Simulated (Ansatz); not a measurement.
Where the default PAW files enter, the runs use the earlier of Ansatz's two default sets.

By PBEsol, the system below comes out a metal.

Here is the system:

```xyz
2
Lattice="4.0545 0.0000 0.0000 0.0000 4.1477 0.0000 2.0273 0.0000 2.0273" Properties=species:S:1:pos:R:3 pbc="T T T"
Ti     2.0273     2.0739     0.0000
Al     0.0000     0.0000     0.0000
```

Space group of this cell: P4/mmm. The cell is strained (all lengths scaled by 1.02); by PBEsol its mean pressure is -8.0 GPa.

The current flows along the normal of the first two printed cell vectors, the (110) plane of the conventional cell. No spin-orbit coupling; the value is a mean over 0.1 eV about the Fermi level.

Question: Predict the ballistic conductance per area from PBEsol (Ansatz, an electronic-structure program).

Answer: 0.84 × 10¹⁵ S/m² for both spins.
